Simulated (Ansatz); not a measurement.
# A computed series for Ge: response to strain

Start from Ge in the diamond structure (space group Fd-3m, No. 227; a = 5.6744 Å). Axes: x, y, z lie along the cube axes.

Strains are applied to the cell and any free atomic positions relax; under biaxial strain the out-of-plane vector relaxes too.

Method: r2SCAN/PAW in Ansatz (a first-principles code), scalar-relativistic without spin-orbit coupling.

Notes on the quantities. energy relative to the base: free energy F; pressure: mean of the normal stresses, compression positive.

```tsv
case	energy relative to the base	volume per atom	pressure	band gap
base	0 meV/atom	22.84 Å³	0.01 GPa	0.36 eV
biaxial strain +0.87 %, plane normal [001], relaxed out of plane	+1.5 meV/atom	23.10 Å³	-0.77 GPa	0.17 eV
biaxial strain −2.22 %, plane normal [111], relaxed out of plane	+13 meV/atom	22.01 Å³	2.93 GPa	0.34 eV
isotropic strain −4.37 %	?	19.97 Å³	13.12 GPa	0.59 eV
isotropic strain −0.92 %	+4.0 meV/atom	22.21 Å³	2.12 GPa	0.53 eV
isotropic strain −0.32 %	+0.5 meV/atom	22.62 Å³	0.71 GPa	0.45 eV
uniaxial strain ε_xx = −1.39 %	?	22.52 Å³	1.04 GPa	0.40 eV
uniaxial strain ε_xx = −0.64 %	+0.4 meV/atom	22.69 Å³	0.47 GPa	0.39 eV
uniaxial strain ε_yy = −0.86 %	+0.7 meV/atom	22.64 Å³	0.64 GPa	0.39 eV
tensor shear ε_xz = −3.75 %	+26 meV/atom	22.81 Å³	0.3 GPa	zero
```

Task: Complete the table.

Result: 
- isotropic strain −4.37 %, energy relative to the base: +103 meV/atom
- uniaxial strain ε_xx = −1.39 %, energy relative to the base: +1.8 meV/atom

The mesh was chosen for an insulator and is coarse for the gapless case. Whether these cells are dynamically stable was not tested. A zero or small gap of Ge under biaxial strain +0.87 %, plane normal [001], relaxed out of plane and Ge under tensor shear ε_xz = −3.75 % can be the functional's error rather than a property of the material.
